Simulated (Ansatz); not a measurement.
The structure below was relaxed with PBE, PAW, 420 eV (Ansatz, an electronic-structure program; no spin-orbit coupling), at pressure 0.3 GPa.

```
CELL_PARAMETERS angstrom
      0.00000     2.41324     2.41324
      2.41324     0.00000     2.41324
      2.41324     2.41324     0.00000
ATOMIC_POSITIONS crystal
  Ca 0.00000 0.00000 0.00000
  O  0.50000 0.50000 0.50000
```

### Question
Find the space group and the Wyckoff positions.

### Answer
Space group Fm-3m (No. 225); a = b = c = 4.8265 Å, α = β = γ = 90.00°

| atom | site | symmetry | x | y | z |
|---|---|---|---|---|---|
| Ca | 4a | m-3m | 0.0000 | 0.0000 | 0.0000 |
| O | 4b | m-3m | 0.5000 | 0.5000 | 0.5000 |

Load acts through the strain it causes; cell and atoms are relaxed under it. No phonon test of stability was made. The cell was made from CaO in the rock salt structure (space group Fm-3m, No. 225) by this change: pressure 0.3 GPa.
